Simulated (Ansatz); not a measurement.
Input and output of a self-consistent single point for the (001) slab of BaTiO3 (cut from a parent of space group no. 221; 10 atoms in the cell) (Ansatz, a quantum-chemistry and plane-wave program).

Computed with PBE (plane waves, PAW; Ansatz).

```
CELL_PARAMETERS angstrom
      4.01200     0.00000     0.00000
      0.00000     4.01200     0.00000
      0.00000     0.00000    20.01800
ATOMIC_POSITIONS crystal
  Ba 0.00000 0.00000 0.44989
  Ti 0.50000 0.50000 0.34969
  O  0.50000 0.00000 0.34969
  O  0.00000 0.50000 0.34969
  O  0.50000 0.50000 0.44989
  Ba 0.00000 0.00000 0.65031
  Ti 0.50000 0.50000 0.55010
  O  0.50000 0.00000 0.55010
  O  0.00000 0.50000 0.55010
  O  0.50000 0.50000 0.65031
```

Reference input (self-consistent single point, DFT, PBE, plane waves, default PAW files): basis.ecutwfc = 420 eV; kpoints.mp_grid.grid = 6 6 1; hamiltonian.xc = pbe; hamiltonian.pseudopotentials = {kind: paw} (the program's default PAW files); scf.occupations.method = fermi_dirac; scf.occupations.width = 0.01 eV. This run's input differs from it in these lines:

Ansatz 0.2 input:
```diff
@@ -20,3 +20,3 @@
   mp_grid:
-    grid: [6, 6, 1]
+    grid: [4, 4, 1]
 hamiltonian:
```

Output, abridged:

```
SCF iter   1: F=—  HF=-20317.069051 eV  |F-HF|=—  |Δ(HF+E_count)|=         —  Δρ=1.81e-3  dr2=9.17e-2  ethr=1.77e-3  ⟨swp⟩=8.0  Hψ=1361  notcnv=0
all-band conjugate gradients solve this SCF's bands
preconditioner: auto → Resta (q_TF=auto, 2.163 Å⁻¹)
SCF iter   2: F=—  HF=-20317.058564 eV  |F-HF|=—  |Δ(HF+E_count)|=   1.05e-2  Δρ=1.51e-3  dr2=1.36e-2  ethr=1.15e-4  ⟨swp⟩=3.2  Hψ=493  notcnv=0  defer=11
   [... lines left out ...]
SCF iter   7: F=—  HF=-20317.056350 eV  |F-HF|=—  |Δ(HF+E_count)|=   6.86e-4  Δρ=4.66e-5  dr2=8.35e-6  ethr=5.99e-8  ⟨swp⟩=2.0  Hψ=542  notcnv=0  defer=11
SCF iter   8: F=—  HF=-20317.056350 eV  |F-HF|=—  |Δ(HF+E_count)|=   3.40e-7  Δρ=2.54e-5  dr2=2.27e-6  ethr=1.04e-8  ⟨swp⟩=2.0  Hψ=423  notcnv=0  defer=11
SCF iter   9: F=—  HF=-20317.056351 eV  |F-HF|=—  |Δ(HF+E_count)|=   5.37e-7  Δρ=6.54e-6  dr2=1.26e-7  ethr=2.83e-9  ⟨swp⟩=2.0  Hψ=384  notcnv=0  defer=11
SCF iter  10: F=-20317.056351 eV  HF=-20317.056351 eV  |F-HF|=1.70e-9  |Δ(HF+E_count)|=   8.08e-8  Δρ=2.43e-6  dr2=1.71e-8  ethr=1.25e-10  ⟨swp⟩=14.7  Hψ=1599  notcnv=0
SCF 1 converged in 10 iterations: F = -20317.056351 eV  dr2 = 1.71e-8
Free energy (F): -20317.056351 eV
Internal energy: -20317.056351 eV  (E = F + TS)
E sigma→0 (E₀):  -20317.056351 eV
Fermi energy:    2.780002 eV
--- Forces (eV/Å), atoms counted from 1 ---
  atom   1  Ba    -0.00000000     0.00000000    -0.80894690
  atom   2  Ti     0.00000000     0.00000000     2.51699560
  atom   3  O      0.00000000     0.00000000    -0.56775554
  atom   4  O     -0.00000000     0.00000000    -0.56775554
  atom   5  O     -0.00000000     0.00000000    -1.12636860
  atom   6  Ba    -0.00000000     0.00000000    -0.49890677
  atom   7  Ti     0.00000000     0.00000000     1.33972937
  atom   8  O     -0.00000000     0.00000000     0.16123141
  atom   9  O      0.00000000     0.00000000     0.16123141
  atom  10  O     -0.00000000     0.00000000    -0.60952748
--- Stress (GPa, compression-positive) ---
       -2.861140       0.000000       0.000000
        0.000000      -2.861140       0.000000
        0.000000       0.000000      -1.953795
  P = ⅓ Tr σ = -2.5587 GPa (-25.587 kbar)
  The stress holds the Pulay correction. Without it, at fixed plane waves, as pw.x and ABINIT print it: P = -2.7789 GPa
```

The run converged in 10 iterations. Against the reference run the free energy goes up by 2.1 meV/atom, the largest force goes from 2.492 to 2.517 eV/Å and the gap on the mesh goes from 1.065 to 1.044 eV.

The starting cell has typed, rounded lattice constants, without a prior relaxation at this level. The slab is cut from that crystal, and its faces are unrelaxed. Its lattice was rescaled by up to half a per cent. Spin polarisation is off, though cut faces can carry moments; a gap of a slab can lie between surface states. The two faces of this cut differ, and no dipole correction was used. Forces in this geometry exceed 1 eV/Å.
